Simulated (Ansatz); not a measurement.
A15 Mo₃Si was calculated with PBEsol (plane waves, PAW; Ansatz, a program for electronic structure).

Run with plane-wave cutoff 500 eV, 8×8×8 k mesh, Fermi–Dirac smearing 0.05 eV, no spin polarisation, scalar-relativistic PAW data made under PBE.

Computed at the level's own relaxed cell.

### Question
Predict the equilibrium volume per atom and equilibrium lattice constant a.

### Answer

equilibrium volume per atom: 14.36 Å³/atom
equilibrium lattice constant a: 4.862 Å

Measured, for comparison: lattice constant a 4.889 Å (temperature not stated, copied from a table, unchecked, no zero-point or thermal correction; as tabulated in Dopovidi Akademii Nauk Ukrains'koi RSR, Seriya A: Fiziko-Tekhnichni ta Matematichni Nauki 1970, 553 (1970)). Computed (rounded) less measured: lattice constant a not scored (unchecked). A static lattice is as a rule a little smaller and stiffer than an uncorrected measurement, which narrows the difference in the lattice constant a and would widen misses of the other sign.

Static lattice: no zero-point or thermal effects.
